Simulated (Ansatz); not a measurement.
Ansatz (a program for electronic structure) run on K (Pm-3n, 8 atoms in the cell): self-consistent single point.

Computed with r2SCAN, default PAW files made with PBE (plane waves; Ansatz).

```xyz
8
Lattice="8.3571 0.0000 0.0000 0.0000 8.3571 0.0000 0.0000 0.0000 8.3571" Properties=species:S:1:pos:R:3 pbc="T T T"
K      2.0893     0.0000     4.1785
K      6.2678     0.0000     4.1785
K      0.0000     4.1785     2.0893
K      0.0000     4.1785     6.2678
K      4.1785     2.0893     0.0000
K      4.1785     6.2678     0.0000
K      0.0000     0.0000     0.0000
K      4.1785     4.1785     4.1785
```

Reference input (self-consistent single point, DFT, r2SCAN, plane waves, default PAW files made with PBE): basis.ecutwfc = 500 eV; kpoints.mp_grid.grid = 3 3 3; hamiltonian.xc = r2scan; hamiltonian.pseudopotentials = {kind: paw} (the program's default PAW files); scf.occupations.method = cold; scf.occupations.width = 0.272 eV. This run's input differs from it in these lines:

Ansatz 0.2 input:
```diff
@@ -16,3 +16,3 @@
 basis:
-  ecutwfc: 500.0
+  ecutwfc: 250.0
 kpoints:
```

The program printed (abridged):

```
SCF iter   1: F=—  HF=-12338.507251 eV  |F-HF|=—  |Δ(HF+E_count)|=         —  Δρ=5.62e-3  dr2=6.55e-2  dr2_τ=5.82e-2  ethr=1.77e-3  ⟨swp⟩=11.2  Hψ=816  notcnv=0
all-band conjugate gradients solve this SCF's bands
preconditioner: auto → Kerker (q_TF=auto, 1.925 Å⁻¹)
SCF iter   2: F=—  HF=-12338.509307 eV  |F-HF|=—  |Δ(HF+E_count)|=   2.06e-3  S|Δr|=    0.00e0  Δρ=2.72e-3  dr2=1.56e-2  dr2_τ=3.32e-3  ethr=9.09e-5  ⟨swp⟩=3.0  Hψ=356  notcnv=0
   [... lines left out ...]
SCF iter   6: F=—  HF=-12338.516087 eV  |F-HF|=—  |Δ(HF+E_count)|=   9.71e-5  S|Δr|=    0.00e0  Δρ=1.34e-5  dr2=1.98e-6  dr2_τ=4.51e-8  ethr=4.19e-8  ⟨swp⟩=2.0  Hψ=298  notcnv=0
SCF iter   7: F=—  HF=-12338.516088 eV  |F-HF|=—  |Δ(HF+E_count)|=   1.50e-6  S|Δr|=    0.00e0  Δρ=3.48e-6  dr2=2.43e-7  dr2_τ=2.50e-9  ethr=2.75e-9  ⟨swp⟩=2.8  Hψ=339  notcnv=0
SCF iter   8: F=-12338.516088 eV  HF=-12338.516088 eV  |F-HF|=2.97e-9  |Δ(HF+E_count)|=   5.83e-8  S|Δr|=    0.00e0  Δρ=1.10e-6  dr2=1.52e-8  dr2_τ=5.51e-10  ethr=1.39e-10  ⟨swp⟩=10.2  Hψ=773  notcnv=0
SCF 1 converged in 8 iterations: F = -12338.516088 eV  dr2 = 1.52e-8
Stability not checked (fill_not_monotonic)
Free energy (F): -12338.516088 eV
Internal energy: -12338.409233 eV  (E = F + TS)
E sigma→0 (E₀):  -12338.480470 eV
Entropy (-TS):   -0.106855 eV (-13.357 meV/atom)
Fermi energy:    1.930704 eV
--- Forces (eV/Å), atoms counted from 1 ---
  atom   1  K     -0.00000000     0.00000000     0.00000000
   [... zero for the other atoms too ...]
--- Stress (GPa, compression-positive) ---
        0.172585       0.000000       0.000000
        0.000000       0.172585       0.000000
        0.000000       0.000000       0.172585
  P = ⅓ Tr σ = 0.1726 GPa (1.726 kbar)
  The stress holds the Pulay correction. Without it, at fixed plane waves, as pw.x and ABINIT print it: P = -1.8937 GPa
```

The run converged in 8 iterations. Against the reference run the free energy goes up by 145 meV/atom and the pressure moves little (0.21 to 0.17 GPa).

The starting cell was generated: these elements placed on a structure prototype, without a prior relaxation; it need not be a known phase or ordering of this composition. Ansatz's pressure includes its estimate of the finite-basis (Pulay) stress. Without the estimate this run gives -1.89 GPa. The cutoff lies below the one recommended for these files.
